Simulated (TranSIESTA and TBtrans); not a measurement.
# Ge chain with one Au atom in place of Ge

System: Ge chain with one Au atom in place of Ge. Leads: straight Ge chain, spacing 2.4 Å. Geometry: 3 atoms about the centre moved by SIESTA (PBE, DZP) to a largest force of 0.03 eV/Å, all others as built, motion along the axis alone.

Computed with TranSIESTA and TBtrans, PBE, DZP numerical orbitals (energy shift 0.15 eV), PseudoDojo norm-conserving scalar-relativistic potentials, mesh cutoff 200 Ry, 300 K, no spin polarisation, no spin-orbit coupling; self-consistent non-equilibrium Green functions.

- Conductance at 300 K (G0 = 2e²/h) = 1.70
- Mean T from −0.5 to 0.5 eV = 1.58

Energies count from the leads' Fermi level. Transmissions are for one spin of a degenerate pair. The energy step is 0.01 eV; narrower resonances are cut or missed.

| E (eV) | T | lead channels |
|---|---|---|
| -2.00 | 0.16 | 1 |
| -1.80 | 0.31 | 1 |
| -1.60 | 0.43 | 1 |
| -1.40 | 0.51 | 1 |
| -1.20 | 0.58 | 1 |
| -1.00 | 0.71 | 3 |
| -0.80 | 0.92 | 3 |
| -0.60 | 1.12 | 3 |
| -0.40 | 1.37 | 3 |
| -0.20 | 1.60 | 3 |
| 0.00 | 1.71 | 3 |
| 0.20 | 1.67 | 3 |
| 0.40 | 1.57 | 3 |
| 0.60 | 1.47 | 3 |
| 0.80 | 1.41 | 3 |
| 1.00 | 1.38 | 3 |
| 1.20 | 1.38 | 3 |
| 1.40 | 1.41 | 3 |
| 1.60 | 1.45 | 3 |
| 1.80 | 1.50 | 3 |
| 2.00 | 1.55 | 3 |

The straight chain is held at its spacing; free chains may zigzag or dimerise. No spin-polarised start was tried, so a magnetic state, if there is one, is missed. Spin-orbit coupling, left out here, matters for the heavy atoms.
